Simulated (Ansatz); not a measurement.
**Response to strain in PbTe**

Consider PbTe in the rock salt structure (space group Fm-3m, No. 225; a = 6.380 Å).

Strains are applied to the cell and any free atomic positions relax.

All numbers come from Ansatz (a program for electronic structure) LDA, no spin-orbit coupling.

Candidates:
(a) isotropic strain −3.00 %
(b) isotropic strain −1.50 %
(c) isotropic strain +1.00 %
(d) isotropic strain −1.00 %

For the base:

```
Property    Value
--------  -------
Band gap  0.57 eV
```

Q: Order them by band gap, highest first.

A: (c) isotropic strain +1.00 % (0.63 eV), (d) isotropic strain −1.00 % (0.50 eV), (b) isotropic strain −1.50 % (0.46 eV), (a) isotropic strain −3.00 % (0.34 eV)

With Pb and Te present, leaving out spin-orbit coupling can change the band edges. No phonon test of stability was made.
